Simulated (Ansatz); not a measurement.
The parent structure is InSb in the zinc blende structure (space group F-43m, No. 216).

```xyz
2
Lattice="0.0000 3.2599 3.2599 3.2599 0.0000 3.2599 3.2599 3.2599 0.0000" Properties=species:S:1:pos:R:3 pbc="T T T"
Sb     4.8898     4.8898     4.8898
In     0.0000     0.0000     0.0000
```

Cartesian axes are those of the cell as printed.

Level of theory: PBEsol, PAW, 420 eV (Ansatz, an electronic-structure program; no SOC), earlier PAW set.

Base values:

- Pressure: 0.0 GPa
- Band gap: zero

It is then changed as follows: the symmetric strain tensor [-0.0108 -0.0107 0.0079; -0.0107 -0.0209 0.0208; 0.0079 0.0208 0.0026], atoms relaxed at fixed cell.

Q: How does this affect the energy relative to the base, pressure, largest internal atomic displacement and band gap?

A: The energy goes up by 12 meV/atom; the pressure (mean of the normal stresses, compression positive) goes from zero to 1.3 GPa; the largest internal atomic displacement comes out as 0.029 Å; the band gap is still zero.

With Sb present, leaving out spin-orbit coupling can change the band edges. Stability against distortions was not tested. The final runs are not spin-polarised. A zero or small gap of InSb can be the functional's error rather than a property of the material.
